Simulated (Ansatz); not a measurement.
Start from HfO2 (space group Pca2_1, No. 29; a = 5.2941 Å, b = 5.0690 Å, c = 5.1014 Å).

All numbers come from PBE, PAW, 420 eV (Ansatz, a first-principles code; scalar-relativistic without spin-orbit coupling).

One change was made to it. Results:

| quantity | base | after |
|---|---|---|
| density | 10.21 g/cm³ | 10.25 g/cm³ |
| shortest interatomic distance | 2.045 Å | 2.044 Å |

### Question
Name the change that was made.
A. pressure 3 GPa
B. pressure −1 GPa
C. pressure 0.7 GPa

### Answer
C, pressure 0.7 GPa. For comparison, the density in the other runs: pressure 3 GPa gives 10.36 g/cm³; pressure −1 GPa gives 10.16 g/cm³.

Load acts through the strain it causes; cell and atoms are relaxed under it. Whether these cells are dynamically stable was not tested. This is not the structure that HfO2 has at room temperature and ambient pressure.
